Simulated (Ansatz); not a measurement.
The starting structures come from a database of crystals and need not be the phases stable at ambient conditions.

By PBEsol, the system below comes out a metal.

Without scattering a metal conducts by its projected Fermi surface.

Given:

```yaml
crystal:
  lattice:
    - [3.33402, 0.00000, 0.00000]
    - [0.00000, 4.71502, 0.00000]
    - [0.00000, 2.35751, 2.35751]
  atoms:
    - { symbol: Sc, position: [0.00000, 0.00000, 0.00000] }
    - { symbol: Zn, position: [0.50000, 0.50000, 0.00000] }
```

The cell is taken as given; by PBEsol it stands under a pressure of -2.3 GPa.

The current flows along the normal of the first two printed cell vectors, the (110) plane of the conventional cell. No spin-orbit coupling; the value is a mean over 0.1 eV about the Fermi level.

Question: Predict the ballistic conductance per area from PBEsol in Ansatz (an electronic-structure program).

Answer: 0.74 × 10¹⁵ S/m² for both spins.
